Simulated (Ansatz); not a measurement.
The reference is BeTe in the zinc blende structure (space group F-43m, No. 216; a = 5.6638 Å).

(Cell as relaxed with PBE.)

Levels (all Ansatz, an electronic-structure program, PAW, earlier PAW set): PBE (420 eV, spin-orbit coupling left out); PBEsol (420 eV, no SOC).

Each level relaxes its own structure.

```csv
quantity,PBE,PBEsol
volume per atom,22.71 Å³,[?]
lattice parameter a,5.664 Å,[?]
band gap,2.03 eV,[?]
gap character,"indirect, Γ → X",[?]
electron mass,"1.9 mₑ along k, 0.26 mₑ across",[?]
"hole mass (degenerate bands, along [100])","0.20, 0.35, 0.35 mₑ",[?]
```

Task: Given the PBE results, estimate those of PBEsol.

Result: 
- volume per atom, PBEsol: 22.01 Å³
- lattice parameter a, PBEsol: 5.605 Å
- band gap, PBEsol: 1.84 eV
- gap character, PBEsol: indirect, Γ → X
- electron mass, PBEsol: 1.4 mₑ along k, 0.25 mₑ across
- hole mass (degenerate bands, along [100]), PBEsol: 0.20, 0.33, 0.33 mₑ

PBE's volume per atom lies 0.70 Å³ above PBEsol's (3.2 %); PBE's lattice parameter a lies 0.059 Å above PBEsol's (1.1 %); PBE's band gap lies 0.19 eV above PBEsol's; the two agree on the gap character. Neither level is exact; PBEsol is the comparison here, not a measurement.

Spin-orbit coupling, missing from the scalar runs, can matter with Te. Effective masses come from finite differences of ±0.01 Å⁻¹. Along k means along the line from Γ to the band edge. Whether these cells are dynamically stable was not tested.
